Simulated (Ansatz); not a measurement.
# SiC (model structure, started from the CdTe type, P6₄22, No. 181, 6 atoms in the cell)

Calculation: r²SCAN (Ansatz, a program for electronic structure, plane waves, PAW).

Settings: plane-wave cutoff 560 eV, 24×24×8 k mesh (along the axes of the cell as run), Fermi–Dirac smearing 0.05 eV, scalar-relativistic PAW data made under PBE.

Cell (relaxed with PBEsol):

CSi has the hexagonal space group P6₄22 (No. 181), Pearson symbol hP6. Cell: a = 3.0657 Å, b = 3.0657 Å, c = 7.0311 Å, α = 90.00°, β = 90.00°, γ = 120.00°. Si on 3c is coordinated by 4 C at 1.929 Å. C on 3d is surrounded by 4 Si at 1.929 Å. (Neighbours: up to the widest gap in distance over summed covalent radii, below 1.35, at either atom.)

For SiC (model structure, started from the CdTe type, P6₄22, No. 181, 6 atoms in the cell), the band gap is 1.17 eV (on the SCF k mesh). The Γ–Γ gap comes out as 3.86 eV.

Note: the relaxation could raise the start's symmetry but not lower it, so the cell can be a saddle point; cell and atoms aren't relaxed at this level (pressure 1.3 GPa).

The computed numbers hold no vibrational or temperature effects.

It cost roughly 70 core-seconds of CPU time.

A model structure was made by putting elements into a prototype or built by hand; it is no filed structure, need not be a known phase, and can be a saddle point held by its symmetry.
